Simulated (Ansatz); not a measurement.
We consider fluorite HfO2 (high-temperature phase), described by LC-ωPBE (Ansatz, a program for electronic structure, PAW).

Settings: plane-wave cutoff 460 eV, 8×8×8 k mesh, Fermi–Dirac smearing 0.01 eV, scalar-relativistic PAW data made under PBE.

Energies at three volumes about the minimum:

```
V (Å³/atom)  E − E_lowest (meV/atom)
-----------  -----------------------
10.477                          6.15
10.744                          0.00
11.014                          5.63
```

Task: Fit a parabola by hand: where is the minimum, what lattice constant follows, and what is the bulk modulus?

Result: Slopes: (0.00 − 6.15)/(10.744 − 10.477) = -23.034 and (5.63 − 0.00)/(11.014 − 10.744) = 20.852 meV/Å³. Curvature E″ = 2 × (20.852 − (-23.034))/(11.014 − 10.477) = 163.449 meV/Å⁶. From the middle of the first interval, the slope vanishes at V0 = 10.6105 − (-23.034)/163.449 = 10.751 Å³/atom. B = V0 E″ = 10.751 × 163.449 meV/Å³ × 0.1602 GPa per meV/Å³ = 282 GPa. With 12 atoms in the cube, a = (12 × 10.751)^(1/3) = 5.053 Å. The full Birch–Murnaghan fit to all volumes gives V0 = 10.746 Å³/atom and B0 = 281 GPa.

Measured, for comparison: bulk modulus 242 ± 16 GPa (room temperature, no zero-point or thermal correction, nanocrystalline cubic HfO2, second-order Birch-Murnaghan; as tabulated in High-pressure structural stability, equation of state, and thermal expansion …). Computed (rounded) less measured: bulk modulus +16 %.

Note: symmetry holds this phase in the static calculation, where it need not be a minimum; held by symmetry at 0 K, a high-temperature phase can be a saddle point.
